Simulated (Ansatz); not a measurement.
The reference is MgO in the rock salt structure (space group Fm-3m, No. 225; a = 4.2141 Å). Axes: x, y, z lie along the cube axes.

Modification: tensor shear ε_xy = −0.57 % (engineering shear γ = -0.0114); the atoms relax in the strained cell.

Levels (all Ansatz, a quantum-chemistry and plane-wave program, PAW): PBEsol (420 eV, without spin-orbit coupling); HSE06+SOC (420 eV, noncollinear with spin-orbit coupling).

The geometry is relaxed with PBEsol.

- PBEsol valence-band top at Γ = 0.00, -0.04, -0.09 eV
- PBEsol lowest conduction level above the VBM at special points = Γ 4.58 eV; R 7.66 eV; S 7.74 eV

Question: Predict the valence-band top at Γ and lowest conduction level above the VBM at special points from HSE06+SOC.

Answer: The valence-band top at Γ (three highest Kramers pairs, from the VBM) becomes 0.00, -0.05, -0.10 eV (PBEsol: 0.00, -0.04, -0.09 eV); the lowest conduction level above the VBM at special points changes from Γ 4.58 eV; R 7.66 eV; S 7.74 eV to Γ 6.42 eV; R 9.60 eV; S 9.68 eV.

Single points use the geometry relaxed with PBEsol. Differences between runs with and without spin-orbit coupling are approximate. The levels and masses belong to the bands next to the band gap. Stability against distortions was not tested. Labels are those of the standard path for the cell's own space group.
